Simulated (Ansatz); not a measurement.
**CaO: element substitutions**

The reference is CaO in the rock salt structure (space group Fm-3m, No. 225; a = 4.831 Å).

Each row replaces one element on all its sites; cell and atoms are relaxed.

Method: PBE (Ansatz, an electronic-structure program, PAW, scalar-relativistic without spin-orbit coupling).

| case | band gap | shortest interatomic distance |
|---|---|---|
| base | 3.66 eV | 2.415 Å |
| Ca → Sr | ___ | ___ |
| O → Se | 2.08 eV | 2.979 Å |
| O → F | zero | 2.656 Å |

**Question.** What belongs in the blanks?

**Answer.** 
- Ca → Sr, band gap: 3.33 eV
- Ca → Sr, shortest interatomic distance: 2.598 Å

Whether these cells are dynamically stable was not tested. As relaxed here, CaF is a hypothetical phase, not in the database extracts checked. All final runs are without spin polarisation. An odd electron count without spin: CaF.
